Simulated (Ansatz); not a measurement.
# A computed series for SnO: response to strain

Base system: SnO in the litharge type structure (space group P4/nmm, No. 129; a = 3.793 Å, c = 4.764 Å; layered, stacked along the Cartesian z axis). Axes: x, y, z lie along a, b, c of the conventional cell.

Strains are applied to the cell and any free atomic positions relax; under biaxial strain the out-of-plane vector relaxes too; under stress the whole cell relaxes.

Computed with Ansatz (an electronic-structure program) r2SCAN+rVV10, spin-orbit coupling left out.

Notes on the quantities. energy relative to the base: free energy F; pressure: mean of the normal stresses, compression positive.

```json
[
 {"case": "base", "energy relative to the base": "0 meV/atom", "pressure": "0.0 GPa", "volume per atom": "17.14 Å³"},
 {"case": "biaxial strain −0.49 %, plane normal [001], relaxed out of plane", "energy relative to the base": "–", "pressure": "0.6 GPa", "volume per atom": "17.02 Å³"},
 {"case": "isotropic strain −5.80 %", "energy relative to the base": "+101 meV/atom", "pressure": "14.1 GPa", "volume per atom": "14.33 Å³"},
 {"case": "isotropic strain −0.80 %", "energy relative to the base": "+1.7 meV/atom", "pressure": "1.3 GPa", "volume per atom": "16.73 Å³"},
 {"case": "isotropic strain −0.62 %", "energy relative to the base": "+1.0 meV/atom", "pressure": "1.0 GPa", "volume per atom": "16.82 Å³"},
 {"case": "isotropic strain +2.51 %", "energy relative to the base": "+16 meV/atom", "pressure": "-3.6 GPa", "volume per atom": "18.46 Å³"},
 {"case": "uniaxial strain ε_xx = −0.20 %", "energy relative to the base": "0.0 meV/atom", "pressure": "0.1 GPa", "volume per atom": "17.11 Å³"},
 {"case": "uniaxial strain ε_zz = −2.07 %", "energy relative to the base": "+1.0 meV/atom", "pressure": "0.5 GPa", "volume per atom": "16.78 Å³"},
 {"case": "uniaxial strain ε_zz = −1.03 %", "energy relative to the base": "+0.2 meV/atom", "pressure": "0.2 GPa", "volume per atom": "16.96 Å³"},
 {"case": "uniaxial stress, 8 GPa tension along x", "energy relative to the base": "+62 meV/atom", "pressure": "–", "volume per atom": "18.22 Å³"}
]
```

The mesh was chosen for an insulator and is coarse for the gapless case. Beyond what the load breaks, stability against distortions was not tested. All final runs are without spin polarisation. Under uniaxial stress, 8 GPa tension along x the cell changed shape so far that it is another structure.
